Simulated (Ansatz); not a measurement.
System: ZrSi₂ (Cmcm, No. 63). Method: PBEsol in Ansatz (plane waves, PAW).

Settings: plane-wave cutoff 520 eV, 16×16×16 k mesh, Fermi–Dirac smearing 0.05 eV, scalar-relativistic PAW data made under PBE.

Cell (relaxed at this level):

```cif
data_Si4Zr2
_chemical_formula_sum 'Si4 Zr2'
_space_group_name_H-M_alt 'P 1'
_space_group_IT_number 1
_cell_length_a 7.51332
_cell_length_b 7.51332
_cell_length_c 3.65753
_cell_angle_alpha 90.000
_cell_angle_beta 90.000
_cell_angle_gamma 151.702
loop_
_space_group_symop_operation_xyz
  'x, y, z'
loop_
_atom_site_label
_atom_site_type_symbol
_atom_site_fract_x
_atom_site_fract_y
_atom_site_fract_z
_atom_site_occupancy
Si1 Si 0.55399 0.44601 0.25000 1
Si2 Si 0.44601 0.55399 0.75000 1
Zr1 Zr 0.89523 0.10477 0.25000 1
Zr2 Zr 0.10477 0.89523 0.75000 1
Si3 Si 0.25018 0.74982 0.25000 1
Si4 Si 0.74982 0.25018 0.75000 1
```

Task: Predict the bulk modulus B0.

Result: 
- bulk modulus B0 = 133 GPa

The run finds no gap.

Measured, for comparison: bulk modulus 170 ± 0.7 GPa (room temperature, no zero-point or thermal correction; as tabulated in Wikipedia's data pages). Computed (rounded) less measured: bulk modulus -22 %.

Note: the bulk modulus is −V dP/dV from two relaxed cells at ±2 % in volume; the relaxation could not lower the start's symmetry, so the cell can be a saddle point above a distorted one.

Computed values are for the static lattice.

Computing time: roughly 20 core-minutes.

Ansatz is a quantum-chemistry and plane-wave program.
